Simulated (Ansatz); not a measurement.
Start from Os in the hcp (Mg type) structure (space group P6_3/mmc, No. 194; a = 2.755 Å, c = 4.344 Å).

One thing is altered: a hydrostatic pressure of 15 GPa.

Levels (all Ansatz, a first-principles code, PAW): PBE (420 eV, spin-orbit coupling left out); r2SCAN (500 eV, no spin-orbit coupling).

The geometry is relaxed with PBE.

- PBE pressure: 15.0 GPa

With r2SCAN at the same geometry, the pressure drops by 7.8 GPa to 7.2 GPa.

Single points use the geometry relaxed with PBE. Their cutoffs differ, which shifts pressures a little. Load acts through the strain it causes; cell and atoms are relaxed under it. Whether these cells are dynamically stable was not tested. Competing high-pressure phases were not computed. The final runs are not spin-polarised.
